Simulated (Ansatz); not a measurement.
The decay constant κ of evanescent states in the gap governs leakage through a thin film.

Given:

```yaml
crystal:
  lattice:
    - [5.46633, 0.00000, 0.00000]
    - [0.00000, 12.12441, 0.00000]
    - [2.73317, 0.00000, 1.57800]
  atoms:
    - { symbol: Mo, position: [0.00000, 0.25000, 0.00000] }
    - { symbol: Mo, position: [0.00000, 0.75000, 0.00000] }
    - { symbol: S, position: [0.66667, 0.37884, 0.00000] }
    - { symbol: S, position: [0.33333, 0.62116, 0.00000] }
    - { symbol: S, position: [0.33333, 0.87884, 0.00000] }
    - { symbol: S, position: [0.66667, 0.12116, 0.00000] }
```

Space group of this cell: P6_3/mmc. The cell was relaxed by PBE-D3(BJ); by r2SCAN its mean pressure is 2.9 GPa.

Transport runs along the normal of the first two printed cell vectors, the (110) plane of the conventional cell.

The gap is the functional's own. No spin-orbit coupling. Mid-gap values are interpolated on the energy grid.

**Question.** Give the band gap and the smallest decay constant κ at mid-gap that r2SCAN (Ansatz, an electronic-structure program) yields.

**Answer.** Gap 0.95 eV on a 18×4×18 mesh; κ = 0.194 1/Å, at the zone centre.
